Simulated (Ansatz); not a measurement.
L1₀ (CuAu-type) CuAu, treated with PBE (plane waves, PAW; Ansatz, a first-principles code).

Settings: plane-wave cutoff 520 eV, 20×20×14 k mesh (along the axes of the cell as run), Fermi–Dirac smearing 0.05 eV, no spin polarisation, scalar-relativistic PAW data made under PBE.

Starting structure:

```
AuCu
1.0
    2.80000     0.00000     0.00000
    0.00000     2.80000     0.00000
    0.00000     0.00000     3.67000
Cu Au
1 1
Direct
  0.00000   0.00000   0.00000
  0.50000   0.50000   0.50000
```

**Question.** Into what structure does the relaxation of cell and atoms lead at this level, with the symmetry of the start kept?

**Answer.** The volume grows by 4.3 %; final space group P4/mmm.
```
AuCu
1.0
    2.86405     0.00000     0.00000
    0.00000     2.86405     0.00000
    0.00000     0.00000     3.65746
Cu Au
1 1
Direct
  0.00000   0.00000   0.00000
  0.50000   0.50000   0.50000
```
